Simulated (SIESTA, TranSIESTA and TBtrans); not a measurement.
Run with TranSIESTA and TBtrans (open boundaries, self-consistent; PseudoDojo norm-conserving potentials, scalar-relativistic): Spin polarized, PAO.BasisSize DZP, PAO.EnergyShift 0.15 eV, XC.Authors PBE, Mesh.Cutoff 200 Ry, ElectronicTemperature 300 K, TS.Voltage 0.0 eV, TBT.Elecs.Eta 0.001 eV.

Junction: Fe chain with one bond stretched by 0.3 Å. Leads: straight Fe chain, spacing 2.25 Å. Geometry: as built, not relaxed.

Q: Predict: conductance at 300 K (G0 = 2e²/h); thermopower (μV/K); mean T from −0.5 to 0.5 eV; spin polarisation of the conductance, (up − down)/(up + down).

A: conductance at 300 K (G0 = 2e²/h): 1.72; thermopower (μV/K): -2.0; mean T from −0.5 to 0.5 eV: 1.97; spin polarisation of the conductance, (up − down)/(up + down): -0.42. The magnetic order of the leads was set by the start, and no other order was tried; the separate lead runs end at 3.39 (left) and 3.39 (right) μB an atom. The straight chain is held at its spacing; free chains may zigzag or dimerise.
